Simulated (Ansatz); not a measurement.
# PBE against r2SCAN: SiC, pressure 4.5 GPa

Base system: SiC in the zinc blende structure (space group F-43m, No. 216; a = 4.380 Å).

(Cell as relaxed with PBE.)

Levels (all Ansatz, a first-principles code, PAW): PBE (420 eV, no SOC); r2SCAN (500 eV, without spin-orbit coupling).

Each level relaxes its own structure.

```csv
base,PBE,r2SCAN
volume per atom,10.50 Å³,10.33 Å³
lattice parameter a,4.380 Å,4.356 Å
band gap,1.37 eV,1.71 eV
```

The change: a hydrostatic pressure of 4.5 GPa.

| quantity | PBE | r2SCAN |
|---|---|---|
| band gap | 1.35 eV | 1.70 eV |
| shortest interatomic distance | 1.884 Å | 1.874 Å |

PBE's band gap lies 0.35 eV below r2SCAN's; PBE's shortest interatomic distance lies 0.0094 Å above r2SCAN's (0.5 %). Neither level is exact; r2SCAN is the comparison here, not a measurement.

Load acts through the strain it causes; cell and atoms are relaxed under it. No phonon test of stability was made.
